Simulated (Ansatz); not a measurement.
Consider TiO2 in the rutile structure (space group P4_2/mnm, No. 136; a = 4.643 Å, c = 2.964 Å). Axes: x, y, z lie along a, b, c of the conventional cell.

Modification: the cell is stretched by 3.00 % along z with no lateral relaxation; the atoms relax in the strained cell.

The values are results of plane-wave PAW DFT at the PBE level (Ansatz, a quantum-chemistry and plane-wave program, 420 eV), no spin-orbit coupling, not measurements.

Base, band edges from the VBM (valence, conduction): A -0.67, 2.56; M -1.03, 1.89; R -0.98, 1.90; X -0.71, 2.50; Z -1.40, 2.90; Γ 0.00, 1.86 eV.

### Question
Give the band edges at the high-symmetry points of the new zone, measured from its valence-band maximum.

### Answer
```
point  valence edge (eV)  conduction edge (eV)
-----  -----------------  --------------------
Γ                   0.00                  1.77
X                  -0.71                  2.38
M                  -1.00                  1.82
Z                  -1.38                  2.75
R                  -0.97                  1.78
A                  -0.67                  2.40
```

The gap is 1.77 eV, direct at Γ.

Whether these cells are dynamically stable was not tested. The final runs are not spin-polarised.
